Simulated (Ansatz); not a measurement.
The starting structures come from a database of crystals and need not be the phases stable at ambient conditions.

 Where the default PAW files enter, the runs use the earlier of Ansatz's two default sets.

By PBEsol, the system below comes out a metal.

The ballistic (Sharvin) conductance counts the channels at the Fermi level: G/A = (e²/h) × channels of both spins per area.

```xyz
5
Lattice="4.2883 0.0000 0.0000 -2.1442 3.7138 0.0000 2.1442 1.2379 9.4092" Properties=species:S:1:pos:R:3 pbc="T T T"
In     4.2883     2.4759     7.4946
In     0.0000     2.4759     1.9146
Te     2.1442     3.7138     5.9733
Te     2.1442     1.2379     3.4359
Te     0.0000     0.0000     0.0000
```

Space group of this cell: R-3m. The cell was relaxed by PBE-D3(BJ); by PBEsol its mean pressure is -0.6 GPa.

The current flows along the normal of the first two printed cell vectors, the (001) plane of the conventional cell. No spin-orbit coupling; the value is a mean over 0.1 eV about the Fermi level.

Task: Compute, with PBEsol (Ansatz, a program for electronic structure), the ballistic conductance per area.

Result: 0.26 × 10¹⁵ S/m² for both spins.
